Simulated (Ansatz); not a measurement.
A computed series for Ge: response to strain

The reference is Ge in the diamond structure (space group Fd-3m, No. 227; a = 5.674 Å).

Strains are applied to the cell and any free atomic positions relax.

The values are results of r2SCAN in Ansatz (plane waves to 500 eV, PAW, no spin-orbit coupling), not measurements.

Notes on the quantities. energy relative to the base: free energy F.

| isotropic strain (%) | energy relative to the base (meV/atom) |
|---|---|
| -3 | 46.3 |
| -2.5 | 31.6 |
| -2 | 19.8 |
| -1.5 | ? |
| -1 | 4.8 |
| -0.5 | 1.2 |
| 0 | 0.0 |

Task: Fit ΔE = Aε² + Bε³ (ε in %) to the rows shown and predict the withheld row.

Result: Least squares on the printed values gives A = 4.59 and B = -0.19 meV/atom (largest residual 0.0 meV/atom); this predicts 10.9 meV/atom, and the run gives 11.0 meV/atom, in agreement.

Stability against distortions was not tested.

Ansatz is a program for electronic structure.
